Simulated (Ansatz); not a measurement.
**What pressure 15 GPa does to Ba**

The parent structure is Ba in the bcc (W type) structure (space group Im-3m, No. 229; a = 5.069 Å).

One thing is altered: a hydrostatic pressure of 15 GPa.

The values are results of r2SCAN (Ansatz, a program for electronic structure), no spin-orbit coupling, not measurements. Settings: 13×13×13 k-points, 0.05 eV Fermi–Dirac smearing.

| quantity | base | changed | shift |
|---|---|---|---|
| density | 3.50 g/cm³ | 7.28 g/cm³ | +3.78 g/cm³ |
| lattice parameter a | 5.069 Å | 3.972 Å | -1.097 Å |
| shortest interatomic distance | 4.390 Å | 3.440 Å | -0.950 Å |
| enthalpy H = E + PV relative to the base's energy | – | +3.94 eV/atom | – |
| band gap | zero | zero | – |

Cost of the whole job for the changed cell (relaxation, final SCF and bands): about 30 core-seconds (a rough figure).

Load acts through the strain it causes; cell and atoms are relaxed under it. Whether these cells are dynamically stable was not tested. Measured, Ba leaves this structure (for hcp) near 5.5 GPa (temperature not stated; as listed in Olga Degtyareva, NATO science for peace and security series. B, Physics and biophysics (2010)).
